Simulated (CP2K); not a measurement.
CP2K is run on LiHF₂ (C2/m, 4 atoms in the cell), and the run fails. The aim is a self-consistent single point with DFT PBEsol, GPW, DZVP-MOLOPT-SR-GTH basis, GTH-PBE potentials (GTH_POTENTIALS).

Cell that was meant: a = 3.0426 Å, b = 3.0426 Å, c = 5.0156 Å, α = 116.20°, β = 116.20°, γ = 62.14°.

Part of the input:

```
  METHOD Quickstep
  STRESS_TENSOR ANALYTICAL
  &DFT
    BASIS_SET_FILE_NAME BASIS_MOLOPT_SR
    POTENTIAL_FILE_NAME GTH_POTENTIALS
    &QS
      METHOD GPW
```

Output (repeated stretches shortened):

```
 GLOBAL| Method name                                                        CP2K
 GLOBAL| Project name                                                       calc
 GLOBAL| Run type                                                   ENERGY_FORCE

 CELL| Volume [angstrom^3]:                                            35.176839
 CELL| Vector a [angstrom]:       3.043     0.000     0.000   |a| =     3.042569
 CELL| Vector b [angstrom]:       1.422     2.690     0.000   |b| =     3.042569
 CELL| Vector c [angstrom]:      -2.214    -1.334     4.298   |c| =     5.015646
 CELL| Angle (b,c), alpha [degree]:                                   116.197183
 CELL| Angle (a,c), beta  [degree]:                                   116.197184
 CELL| Angle (a,b), gamma [degree]:                                    62.139066
 CELL| Numerically orthorhombic:                                              NO
 CELL| Periodicity                                                           XYZ

 *******************************************************************************
 *   ___                                                                       *
 *  /   \                                                                      *
 * [ABORT]                                                                     *
 *  \___/   The specified OLD file <BASIS_MOLOPT_SR> cannot be opened. It does *
 *    |      not exist. *
 *  O/|
 * /| |
 * / \                                                   common/cp_files.F:406 *
 *******************************************************************************

 ===== Routine Calling Stack =====

            3 read_qs_kind
            2 create_qs_kind_set
            1 CP2K
Abort(1) on node 0 (rank 0 in comm 0): application called MPI_Abort(MPI_COMM_WORLD, 1) - process 0
```

Problem. From the messages shown, name the fault and mend the input.

Solution. The fault is a potential or basis that cannot be found. The input names a file or set that is not where the program looks, or that does not exist under that name. To fix it, correct the name or place the file. The program stopped before any SCF iteration.

The sound input it was made from differs as follows (other fixes are possible):
```diff
-    BASIS_SET_FILE_NAME BASIS_MOLOPT_SR
+    BASIS_SET_FILE_NAME BASIS_MOLOPT
```

With that input, the run converged in 16 iterations: free energy E − TS -1537.5607 eV; top of the valence band (on the code's own zero) -2.32 eV; gap on the k-point mesh 7.94 eV; pressure -3.39 GPa; largest force (vector length) 0.326 eV/Å (DFT PBEsol, GPW, DZVP-MOLOPT-SR-GTH basis, GTH-PBE potentials (GTH_POTENTIALS)).

On the sound input: the starting cell comes from a database of computed structures (which also holds hypothetical and non-ambient phases and stackings), without a prior relaxation at this level. Its lattice was rescaled by a random factor within 2.5 % of one. Values carry the incompleteness of an atom-centred basis. The potentials were made for another functional than the one used. With a pressure of about -3 GPa the cell is away from its equilibrium volume at this level.
